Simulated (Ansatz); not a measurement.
# BiP in the zinc blende structure (space group F-43m, No. 216; a hypothetical phase, not in the database extracts checked)

BiP has the cubic space group F-43m (No. 216), the zinc blende structure, Pearson symbol cF8. Conventional cell: a = 6.406 Å, b = 6.406 Å, c = 6.406 Å, α = 90.00°, β = 90.00°, γ = 90.00°. P on 4c is coordinated by 4 Bi at 2.774 Å (tetrahedral). Bi on 4a sees 4 P at 2.774 Å (tetrahedral). (Neighbours: up to the widest gap in distance over summed covalent radii, below 1.35, at either atom; cation-cation and far metal-metal contacts left out.)
(The calculation used a cell of 2 atoms; values per cell refer to that cell.)

Method: Ansatz (a first-principles code) PBEsol, spin-orbit coupling left out. k-mesh 13×13×13 (Γ-centred); smearing 0.05 eV (Fermi–Dirac).

| Property | Value |
|---|---|
| Volume per atom | 32.86 Å³ |
| Density | 6.06 g/cm³ |
| Band gap | zero |
| Total energy | -6490.612 eV/atom (σ→0; compares only within this code and set-up) |

Stability against distortions was not tested. All final runs are without spin polarisation.
